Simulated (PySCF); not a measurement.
PySCF 2.14.0 runs on several systems (generated geometries, not checked to be minima at this level). Levels: (1) PBE/def2-tzvp, df; (2) CAM-B3LYP/def2-tzvp, df. Common settings: basis = def2-tzvp, two-electron scheme = density fitting, mol.max_memory = 16000 MB, mf.init_guess = minao (default), mf.DIIS = CDIIS (default), mf.diis_space = 8 (default), mf.conv_tol = 1e-09 (default), mf.grids.level = 3 (default).

Hardware: Arm Neoverse V2, 96 cores on 1 socket, no SMT, 1 L3 cache group.

Times are wall-clock medians of two to five runs, from launch to exit, with nothing else on the machine. Processes are pinned to neighbouring cores unless said otherwise. The build: PyPI wheel: OpenMP (GNU), a bundled serial OpenBLAS 0.3.3 under its C layer, NumPy's threaded OpenBLAS held to generic ARMv8 kernels, libcint, Libxc; another build can shift the numbers. Scratch files lie in a memory file system.

```json
[
 {"job": "A", "system": "Sn(iPr)(OH)3 (C[CH](C)[Sn]([OH])([OH])[OH]), 17 atoms", "level": "(1)", "task": "energy and gradient", "method": "pbe", "basis functions": "296", "grid points": "204640", "on 8 cores": "8 threads, 1 BLAS thread", "wall time": "23 s", "to run on 64 cores as": "64 threads, 1 BLAS thread"},
 {"job": "B", "system": "biphenyl (c1ccc(-c2ccccc2)cc1), 22 atoms", "level": "(2)", "task": "energy", "method": "cam-b3lyp", "basis functions": "432", "grid points": "267496", "on 8 cores": "8 threads, 1 BLAS thread", "wall time": "39 s", "to run on 64 cores as": "64 threads, 1 BLAS thread"},
 {"job": "C", "system": "Cc1ccsc1C, 15 atoms", "level": "(1)", "task": "energy and gradient", "method": "pbe", "basis functions": "271", "grid points": "182056", "on 8 cores": "8 threads, 1 BLAS thread", "wall time": "14 s", "to run on 64 cores as": "64 threads, 1 BLAS thread"},
 {"job": "D", "system": "Zr(OtBu)(H)3 (CC(C)(C)[O][ZrH3]), 18 atoms", "level": "(2)", "task": "energy", "method": "cam-b3lyp", "basis functions": "267", "grid points": "210640", "on 8 cores": "8 threads, 1 BLAS thread", "wall time": "14 s", "to run on 64 cores as": "64 threads, 1 BLAS thread"}
]
```

**Question.** All are to run on 64 cores. Order them by how well they scale to that count. (Efficiency counted from 8 cores.)

**Answer.** Best first: B (38 %, 13 s), C (34 %, 5.0 s), D (24 %, 7.5 s), A (8 %, 37 s).
